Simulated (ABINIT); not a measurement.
**Pressure against volume in zinc-blende InP (space group 216) (ABINIT, LDA)**

```yaml
crystal:
  lattice:
    - [0.00000, 2.82085, 2.82085]
    - [2.82085, 0.00000, 2.82085]
    - [2.82085, 2.82085, 0.00000]
  atoms:
    - { symbol: In, position: [0.00000, 0.00000, 0.00000] }
    - { symbol: P, position: [0.75000, 0.75000, 0.75000] }
```

Method of the run: LDA (PW92), norm-conserving pseudopotentials (PseudoDojo nc-sr-04 LDA standard) (plane waves; ABINIT). Settings: pseudos = [In.upf, P.upf]; ecut = 92 Ry; occopt = 3; tsmear = 0.01 eV; ngkpt = 10 10 10; nshiftk = 1; shiftk = 0 0 0; potentials = PseudoDojo nc-sr-04 LDA standard; nband = 14; kptopt = 1; nstep = 80; tolvrs = 1e-12. The cell above is the first row's. The rows scale it uniformly. In all rows fractional positions and the k mesh are held.

```csv
V (Å^3/atom),P (GPa)
22.446,8.39
22.934,6.18
23.422,4.20
23.910,2.42
24.398,0.84
24.886,-0.59
25.374,-1.86
25.862,-2.99
26.350,?
```

Taking a cubic for P over the 8 complete rows: With u = V - 24.2, the rows have u = -1.7540, -1.2660, -0.7780, -0.2900, 0.1980, 0.6860, 1.1740, 1.6620. Least squares gives P = 1.456 - 3.2218·u + 0.3711·u² - 0.02586·u³. Residuals (row less fit): 0.002, -0.002, 0.001, -0.002, 0.008, -0.002, -0.003, 0.002; standard error 0.005 (degrees of freedom: 4). The fitted pressure is zero at V0 = 24.68, where dP/dV = -2.885, so B0 = -V0·dP/dV = 71.2 GPa.

### Question
Predict the withheld P at V = 26.350 from the fit, and compare with the calculation.

### Answer
u = 2.1500, so P = 1.456 - 3.2218 × 2.1500 + 0.3711 × 2.1500² - 0.02586 × 2.1500³ = -4.012 GPa. The calculation gives -4.01 GPa, which the fit meets to the printed digits. The row lies outside the fitted rows, so this is an extrapolation. From the scatter of the fitted rows alone, a prediction at this place has a standard error of 0.013 GPa, so the miss is 0.2 times that.

Carrying the step between the two nearest rows on in a straight line would have given -4.12, off by 0.11; series whose last step already gives the withheld value aren't shown. The scan was laid around a cell of about the measured size, scaled by a guess for this functional. The runs keep the symmetry of the cell, so they don't test it for distortions. Cutoffs and mesh are single choices, not tested for convergence of this quantity. Series with a scatter that would blur these digits, or in which a gap closes, are not shown.
